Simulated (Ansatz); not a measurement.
BeS: response to strain

Take BeS in the zinc blende structure (space group F-43m, No. 216) as the base.

```xyz
2
Lattice="0.0000 2.4341 2.4341 2.4341 0.0000 2.4341 2.4341 2.4341 0.0000" Properties=species:S:1:pos:R:3 pbc="T T T"
S      3.6512     3.6512     3.6512
Be     0.0000     0.0000     0.0000
```

Cartesian axes are those of the cell as printed.

Strains are applied to the cell and any free atomic positions relax; under biaxial strain the out-of-plane vector relaxes too; under stress the whole cell relaxes.

Level of theory: r2SCAN/PAW in Ansatz (a quantum-chemistry and plane-wave program), no spin-orbit coupling, earlier PAW set.

```tsv
variant	electron mass	band gap	space group
base	0.79 mₑ along k, 0.29 mₑ across (at X)	3.59 eV	F-43m (No. 216)
biaxial strain −4.70 %, plane normal [001], relaxed out of plane	0.72 mₑ along k, 0.29 mₑ across (at X)	3.04 eV	I-4m2 (No. 119)
biaxial strain +0.68 %, plane normal [001], relaxed out of plane	0.78 mₑ along k, 0.29 mₑ across (at X)	3.50 eV	I-4m2 (No. 119)
isotropic strain −0.90 %	0.78 mₑ along k, 0.28 mₑ across (at X)	3.53 eV	F-43m (No. 216)
uniaxial strain ε_xx = −1.09 %	0.77 mₑ along k, 0.29 mₑ across (at X)	3.47 eV	I-4m2 (No. 119)
uniaxial strain ε_yy = −5.85 %	0.69 mₑ along k, 0.30 mₑ across (at X)	2.92 eV	I-4m2 (No. 119)
uniaxial strain ε_yy = −2.55 %	___	___	I-4m2 (No. 119)
uniaxial stress, 8 GPa tension along z	0.76 mₑ along k, 0.30 mₑ across (at X)	3.33 eV	I-4m2 (No. 119)
tensor shear ε_xy = −2.97 %	–	3.23 eV	Imm2 (No. 44)
uniaxial stress, 8 GPa compression along z	0.67 mₑ along k, 0.31 mₑ across (at X)	2.79 eV	I-4m2 (No. 119)
```

### Question
Some entries are withheld; estimate them.

### Answer

- uniaxial strain ε_yy = −2.55 %, electron mass: 0.75 mₑ along k, 0.29 mₑ across (at X)
- uniaxial strain ε_yy = −2.55 %, band gap: 3.30 eV

Masses are band curvatures over ±0.01 Å⁻¹ around the edge. Along k means along the line from Γ to the band edge. Beyond what the load breaks, stability against distortions was not tested.
